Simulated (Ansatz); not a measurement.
The starting structures come from a database of crystals and need not be the phases stable at ambient conditions.

 Where the default PAW files enter, the runs use the earlier of Ansatz's two default sets.

Tunnelling through a barrier is set by its complex band structure: the current falls as exp(−2κd) with the smallest κ.

Here is the system:

```xyz
8
Lattice="3.2214 0.0000 0.0000 -1.6107 2.7898 0.0000 0.0000 0.0000 11.3801" Properties=species:S:1:pos:R:3 pbc="T T T"
Sc     0.0000     0.0000     0.0000
Sc     0.0000     0.0000     5.6901
Cu     1.6107     0.9299     8.5351
Cu     0.0000     1.8599     2.8450
O      0.0000     1.8599     4.6697
O      1.6107     0.9299     6.7104
O      1.6107     0.9299    10.3598
O      0.0000     1.8599     1.0203
```

Space group of this cell: P6_3/mmc. The cell is taken as given; by r2SCAN its mean pressure is -0.8 GPa.

Transport runs along the normal of the first two printed cell vectors, the (001) plane of the conventional cell.

The gap is the functional's own. No spin-orbit coupling. Mid-gap values are interpolated on the energy grid.

Problem. Compute, with r2SCAN (Ansatz, a quantum-chemistry and plane-wave program), the band gap and the smallest decay constant κ at mid-gap.

Solution. Gap 2.57 eV on a 12×12×4 mesh; κ = 0.330 1/Å, at the zone centre.
